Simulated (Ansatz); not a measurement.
A hypothetical phase is included: elements placed on a structure type, which no database files for this compound.

By PBEsol, the system below comes out a metal.

A figure of merit of an interconnect metal is its ballistic conductance per area.

Consider the following.

```
CELL_PARAMETERS angstrom
      4.30355     0.00000     0.00000
     -2.15178     3.72699     0.00000
      2.15178     1.24233     3.51384
ATOMIC_POSITIONS crystal
  Ag 0.50000 0.25000 0.25000
  Ag 0.00000 0.50000 0.50000
```

The cell was relaxed by PBE-D3(BJ); by PBEsol it stands under a pressure of -0.9 GPa.

The current flows along the normal of the first two printed cell vectors, the (111) plane of the conventional cell. No spin-orbit coupling; the value is a mean over 0.1 eV about the Fermi level.

**Question.** Compute, with Ansatz (a first-principles code) with PBEsol, the ballistic conductance per area.

**Answer.** 0.43 × 10¹⁵ S/m² for both spins.
